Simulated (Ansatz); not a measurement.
The starting structures come from a database of crystals and need not be the phases stable at ambient conditions.

 Where the default PAW files enter, the runs use the earlier of Ansatz's two default sets.

Given:

```xyz
6
Lattice="4.2024 0.0000 0.0000 2.1012 7.0700 0.0000 0.0000 2.3264 8.4066" Properties=species:S:1:pos:R:3 pbc="T T T"
Rb     4.2024     3.0536     2.5263
Rb     2.1012     6.3429     5.8803
Sb     4.2024     6.9046     2.6324
Sb     2.1012     2.4919     5.7741
Sb     4.2024     3.4047     7.4700
Sb     2.1012     5.9917     0.9366
```

Space group of this cell: C2/m. The cell is taken as given.

Transport runs along the normal of the first two printed cell vectors.

No gap correction and no spin-orbit coupling; mid-gap values are interpolated between computed energies.

**Question.** Predict the band gap and the smallest decay constant κ at mid-gap from r2SCAN (Ansatz, a program for electronic structure).

**Answer.** Gap 0.63 eV on a 8×8×4 mesh; κ = 0.121 1/Å, at the zone centre.
